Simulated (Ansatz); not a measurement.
TiB2: stress against strain

TiB2 (AlB2 type, P6/mmm, 8.371 Å³/atom at rest, c along z) under a strain ε along a direction in the basal plane (axis x), the other axes held. PBEsol in Ansatz, a plane-wave DFT program (PAW, default set), 420 eV, 13×13×10 Γ-centred mesh, Fermi-Dirac smearing 0.05 eV; ions are relaxed within the symmetry of each cell. Stress is positive for a compressed cell.

Here s stands for strain and y for stress xx.

| strain (%) | stress xx (GPa) |
|---|---|
| -1.50 | 10.59 |
| -1.00 | 6.96 |
| -0.50 | 3.43 |
| 0.00 | 0.00 |
| 0.50 | -3.34 |
| 1.00 | -6.58 |
| 1.50 | -9.72 |
| 3.00 | ? |

### Question
Using a straight line, estimate the missing y at s = 3.00 from the other rows, showing the fit.

### Answer
Means: s 0, y 0.191. About the means, the sum of products is -47.390 and the sum of squares of s is 7.0000; the slope is their ratio. Least squares gives y = 0.191 - 6.7700·s. Residuals (row less fit): 0.244, -0.001, -0.146, -0.191, -0.146, -0.001, 0.244; standard error 0.199 (degrees of freedom: 5). The slope gives the elastic constant C11 = 677 ± 8 GPa. At the withheld row, y = 0.191 - 6.7700 × 3.0 = -20.119 GPa. The calculation gives -18.63 GPa, 1.489 GPa above the prediction (5.1 % of the range of y in the table). The row lies outside the fitted rows, so this is an extrapolation. From the scatter of the fitted rows alone, a prediction at this place has a standard error of 0.310 GPa, so the miss is 4.8 times that.

One order more, fitted to all 13 runs of the series, follows each within 0.02, so the miss is the next term of a smooth law. In a metal these values are sensitive to mesh and smearing; energies are taken to zero smearing, stresses follow the free energy. Rows are the converged runs of the series near zero and its far end; series whose fitted rows scatter by over a few per cent of the range, as at a crossing or softening among them, aren't shown in this form. Most that stay on the fit to the last digits aren't either.
